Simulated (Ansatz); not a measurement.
We consider C (model structure, started from the Ge type, P4₃2₁2, No. 96, 12 atoms in the cell), described by r²SCAN+rVV10 in Ansatz (PAW).

Settings: plane-wave cutoff 560 eV, 8×8×8 k mesh, Fermi–Dirac smearing 0.01 eV, scalar-relativistic PAW data made under PBE.

Computed at the level's own relaxed cell.

```
CELL_PARAMETERS angstrom
      3.79336     0.00000     0.00000
      0.00000     3.79336     0.00000
      0.00000     0.00000     4.66614
ATOMIC_POSITIONS crystal
  C  0.07609 0.07609 0.00000
  C  0.42391 0.57609 0.75000
  C  0.92391 0.92391 0.50000
  C  0.57609 0.42391 0.25000
  C  0.16709 0.37891 0.21671
  C  0.12109 0.66709 0.96671
  C  0.83291 0.62109 0.71671
  C  0.87891 0.33291 0.46671
  C  0.66709 0.12109 0.03329
  C  0.62109 0.83291 0.28329
  C  0.33291 0.87891 0.53329
  C  0.37891 0.16709 0.78329
```

### Question
List the 34 lowest band energies at Γ above −25 eV (eV, relative to the valence band maximum), grouping those that round alike.

### Answer
At Γ: -21.79, -16.70 (×2), -13.53, -13.22, -12.66 (×2), -8.84, -8.81 (×2), -8.57, -7.43, -7.21, -6.57 (×2), -5.22, -4.39 (×2), -4.02, -3.80, -1.99, -1.76 (×2), -0.54, 5.37, 6.70 (×2), 7.79, 7.98, 9.80, 9.95 (×2), 11.00 (×2).

Note: the relaxation could raise the start's symmetry but not lower it, so the cell can be a saddle point.

A model structure was made by putting elements into a prototype or built by hand; it is no filed structure, need not be a known phase, and can be a saddle point held by its symmetry.

Ansatz is an electronic-structure program.
